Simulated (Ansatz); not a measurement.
The reference is PtSe2 in the CdI2 type structure (space group P-3m1, No. 164; a = 3.7352 Å, c = 5.2073 Å; layered, stacked along the Cartesian z axis; relaxed with 0.1 eV smearing). Axes: x lies along a and z along c of the hexagonal cell.

Calculations: plane-wave PAW DFT at the r2SCAN+rVV10 level (Ansatz, a program for electronic structure, 500 eV), scalar-relativistic without spin-orbit coupling.

Before the change:

| Item | Result |
|---|---|
| Shortest interatomic distance | 2.516 Å |

The change: the cell is stretched by 0.93 % along y with no lateral relaxation, atoms relaxed at fixed cell.

Q: What does the calculation give for the shortest interatomic distance after the change?

A: The shortest interatomic distance grows by 0.002 Å to 2.518 Å.

Q: What happens to the energy relative to the base?

A: The energy rises by 1.0 meV/atom.

The cells carry an imposed strain or load. Stability against distortions was not tested. The final runs are not spin-polarised.
